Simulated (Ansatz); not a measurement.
K3HSe (model structure, started from the Li3OCl type, Pm-3m, No. 221, 5 atoms in the cell) was calculated with G0W0@PBEsol+SOC (Ansatz, an electronic-structure program, hard PAW, contour deformation, complete-basis limit, spin–orbit shift from PBEsol).

Run with largest k mesh 4×4×4 (not extrapolated in the mesh).

Cell (relaxed with PBEsol):

```cif
data_HK3Se
_chemical_formula_sum 'K3 H1 Se1'
_space_group_name_H-M_alt 'P 1'
_space_group_IT_number 1
_cell_length_a 6.12979
_cell_length_b 6.12979
_cell_length_c 6.12979
_cell_angle_alpha 90.000
_cell_angle_beta 90.000
_cell_angle_gamma 90.000
loop_
_space_group_symop_operation_xyz
  'x, y, z'
loop_
_atom_site_label
_atom_site_type_symbol
_atom_site_fract_x
_atom_site_fract_y
_atom_site_fract_z
_atom_site_occupancy
K1 K 0.00000 0.50000 0.50000 1
K2 K 0.50000 0.00000 0.50000 1
K3 K 0.50000 0.50000 0.00000 1
H1 H 0.00000 0.00000 0.00000 1
Se1 Se 0.50000 0.50000 0.50000 1
```

Q: Give the computed band gap.

A: 
- band gap: 3.37 eV

Note: spin–orbit coupling enters as the shift of the gap found with a semilocal functional; the relaxation could raise the start's symmetry but not lower it, so the cell can be a saddle point.

Computed values are for the static lattice.

A model structure was made by putting elements into a prototype or built by hand; it is no filed structure, need not be a known phase, and can be a saddle point held by its symmetry.
